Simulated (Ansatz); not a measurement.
Input and output of a self-consistent single point for HfOs (P4mm, 2 atoms in the cell) (Ansatz, an electronic-structure program).

Level of theory: PBEsol, default PAW files made with PBE (plane waves; Ansatz).

```yaml
crystal:
  lattice:
    - [3.22725, 0.00000, 0.00000]
    - [0.00000, 3.22725, 0.00000]
    - [0.00000, 0.00000, 3.22725]
  atoms:
    - { symbol: Hf, position: [0.00000, 0.00000, 0.01549] }
    - { symbol: Os, position: [0.50000, 0.50000, 0.50000] }
```

Reference input (self-consistent single point, DFT, PBEsol, plane waves, default PAW files made with PBE): basis.ecutwfc = 420 eV; kpoints.mp_grid.grid = 10 10 10; hamiltonian.xc = pbesol; hamiltonian.pseudopotentials = {kind: paw} (the program's default PAW files); scf.occupations.method = gaussian; scf.occupations.width = 0.1 eV. This run's input differs from it in these lines:

Ansatz 0.2 input:
```diff
@@ -13,3 +13,4 @@
   mp_grid:
-    grid: [10, 10, 10]
+    grid: [30, 30, 30]
+    shift: [0.5, 0.5, 0.5]
 hamiltonian:
```

Output, abridged:

```
SCF iter   1: F=—  HF=-26850.376050 eV  |F-HF|=—  |Δ(HF+E_count)|=         —  Δρ=8.56e-3  dr2=4.97e-2  ethr=1.77e-3  ⟨swp⟩=4.8  Hψ=168204  notcnv=0
all-band conjugate gradients solve this SCF's bands
preconditioner: auto → Kerker (q_TF=auto, 2.831 Å⁻¹)
SCF iter   2: F=—  HF=-26850.371259 eV  |F-HF|=—  |Δ(HF+E_count)|=   4.79e-3  Δρ=4.95e-3  dr2=1.76e-2  ethr=1.18e-4  ⟨swp⟩=1.0  Hψ=61200  notcnv=0
SCF iter   3: F=—  HF=-26850.368560 eV  |F-HF|=—  |Δ(HF+E_count)|=   2.70e-3  Δρ=7.34e-4  dr2=2.52e-4  ethr=4.18e-5  ⟨swp⟩=2.0  Hψ=51043  notcnv=0  defer=10
SCF iter   4: F=—  HF=-26850.368647 eV  |F-HF|=—  |Δ(HF+E_count)|=   8.63e-5  Δρ=5.58e-4  dr2=5.61e-5  ethr=6.00e-7  ⟨swp⟩=2.0  Hψ=81175  notcnv=0  defer=13
SCF iter   5: F=—  HF=-26850.368482 eV  |F-HF|=—  |Δ(HF+E_count)|=   1.64e-4  Δρ=8.52e-5  dr2=1.75e-6  ethr=1.34e-7  ⟨swp⟩=3.0  Hψ=89311  notcnv=0  defer=8
SCF iter   6: F=-26850.368474 eV  HF=-26850.368474 eV  |F-HF|=4.13e-8  |Δ(HF+E_count)|=   7.63e-6  Δρ=1.18e-5  dr2=3.31e-8  ethr=2.38e-10  ⟨swp⟩=6.6  Hψ=240245  notcnv=0
SCF 1 converged in 6 iterations: F = -26850.368474 eV  dr2 = 3.31e-8
Free energy (F): -26850.368474 eV
Internal energy: -26850.366829 eV  (E = F + TS)
E sigma→0 (E₀):  -26850.367652 eV
Entropy (-TS):   -0.001645 eV (-0.823 meV/atom)
Fermi energy:    23.878397 eV
--- Forces (eV/Å), atoms counted from 1 ---
  atom   1  Hf     0.00000000     0.00000000    -0.41164590
  atom   2  Os    -0.00000000     0.00000000     0.41163768
--- Stress (GPa, compression-positive) ---
       -0.448560       0.000000       0.000000
        0.000000      -0.448560       0.000000
       -0.000000       0.000000      -0.565898
  P = ⅓ Tr σ = -0.4877 GPa (-4.877 kbar)
  The stress holds the Pulay correction. Without it, at fixed plane waves, as pw.x and ABINIT print it: P = -0.5622 GPa
```

The run converged in 6 iterations. Against the reference run the free energy hardly moves (within 1 meV/atom), the pressure goes from -0.89 to -0.49 GPa and the largest force goes from 0.433 to 0.412 eV/Å.

The starting cell comes from a database of computed structures (which also holds hypothetical and non-ambient phases and stackings), without a prior relaxation at this level. Its lattice was rescaled by up to half a per cent. One atom was moved a little off its site on purpose. Spin polarisation is off. Ansatz's pressure includes its estimate of the finite-basis (Pulay) stress.

Cost on one core of a shared machine: roughly 2 min.
